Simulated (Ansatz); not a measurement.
The starting structures come from a database of crystals and need not be the phases stable at ambient conditions.

 Where the default PAW files enter, the runs use the earlier of Ansatz's two default sets.

Inside the gap of an insulator the Bloch states are evanescent, with a wavenumber k + iκ along the transport direction.

Here is the system:

```xyz
18
Lattice="5.6851 0.0000 0.0000 -2.8425 4.9234 0.0000 0.0000 0.0000 9.2268" Properties=species:S:1:pos:R:3 pbc="T T T"
K      0.0000     0.0000     0.8977
K      0.0000     0.0000     5.5111
K      2.8425     1.6411     3.4453
K      0.0000     3.2823     8.0587
Ge     2.8425     1.6411     6.9881
Ge     0.0000     3.2823     2.3747
F      2.8425     0.1742     5.9225
F      1.2704     2.5488     1.3091
F      4.1129     2.3746     5.9225
F      0.0000     4.7492     1.3091
F      1.5721     2.3746     5.9225
F     -1.2704     2.5488     1.3091
F      0.0000     1.7746     3.3719
F      4.1482     0.8873     7.9853
F      1.3057     4.0361     3.3719
F      2.8425     3.1488     7.9853
F     -1.3057     4.0361     3.3719
F      1.5368     0.8873     7.9853
```

Space group of this cell: P6_3mc. The cell is taken as given.

Transport runs along the normal of the first two printed cell vectors, the (001) plane of the conventional cell.

No gap correction and no spin-orbit coupling; mid-gap values are interpolated between computed energies.

### Question
Predict the band gap and the smallest decay constant κ at mid-gap from r2SCAN (Ansatz, a program for electronic structure).

### Answer
Gap 7.26 eV on a 6×6×4 mesh; κ = 0.567 1/Å, at the zone centre.
